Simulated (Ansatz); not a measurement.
The starting structures come from a database of crystals and need not be the phases stable at ambient conditions.

 Where the default PAW files enter, the runs use the earlier of Ansatz's two default sets.

Inside the gap of an insulator the Bloch states are evanescent, with a wavenumber k + iκ along the transport direction.

```
CELL_PARAMETERS angstrom
      4.05932     0.00000     0.00000
      2.02966     6.55943     0.00000
      2.02966     0.62803     3.45892
ATOMIC_POSITIONS crystal
  Li 0.50000 0.50000 0.50000
  Y  0.00000 0.00000 0.00000
  Se 0.75109 0.74674 0.75109
  Se 0.24891 0.25326 0.24891
```

Space group of this cell: R-3m. The cell is taken as given.

Transport runs along the normal of the first two printed cell vectors, the (101) plane of the conventional cell.

No gap correction and no spin-orbit coupling; mid-gap values are interpolated between computed energies.

**Question.** Compute, with r2SCAN in Ansatz (a first-principles code), the band gap and the smallest decay constant κ at mid-gap.

**Answer.** Gap 1.94 eV on a 10×10×10 mesh; κ = 0.213 1/Å, at (0.000, 0.500) of the in-plane reciprocal vectors. At the zone centre, at the nearest computed energy, the slowest state has κ = 0.22 1/Å.
